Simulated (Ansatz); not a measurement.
**Mo: response to strain**

The parent structure is Mo in the bcc (W type) structure (space group Im-3m, No. 229; a = 3.151 Å; relaxed with 0.1 eV smearing).

Strains are applied to the cell and any free atomic positions relax.

Computed with Kohn–Sham DFT with the r2SCAN functional, run in Ansatz (a quantum-chemistry and plane-wave program) with PAW and 500 eV plane waves, no spin-orbit coupling.

Notes on the quantities. energy relative to the base: free energy F.

```csv
isotropic strain (%),energy relative to the base (meV/atom)
-3,118.3
-2.5,80.9
-2,50.9
-1.5,28.2
-1,12.3
-0.5,?
0,0.0
```

Fit ΔE = Aε² + Bε³ (ε in %) to the rows shown and predict the withheld row.

Least squares on the printed values gives A = 11.9 and B = -0.41 meV/atom (largest residual 0.0 meV/atom); this predicts 3.0 meV/atom, and the run gives 3.0 meV/atom, in agreement.

Whether these cells are dynamically stable was not tested. All final runs are without spin polarisation.
